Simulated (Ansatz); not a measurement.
The starting structures come from a database of crystals and need not be the phases stable at ambient conditions.

By PBEsol, the system below comes out a metal.

Without scattering a metal conducts by its projected Fermi surface.

```
SnP
1.0
    3.93057     0.00000     0.00000
    0.00000     3.93057     0.00000
    1.96529    -1.96529     2.77934
Sn P
1 1
Cartesian
  1.96529   1.96529   0.00000
  0.00000   0.00000   0.00000
```

The cell is taken as given; by PBEsol it stands under a pressure of -1.9 GPa.

The current flows along the normal of the first two printed cell vectors, the (001) plane of the conventional cell. No spin-orbit coupling; the value is a mean over 0.1 eV about the Fermi level.

Problem. Give the ballistic conductance per area that Ansatz (an electronic-structure program) with PBEsol yields.

Solution. 0.75 × 10¹⁵ S/m² for both spins.
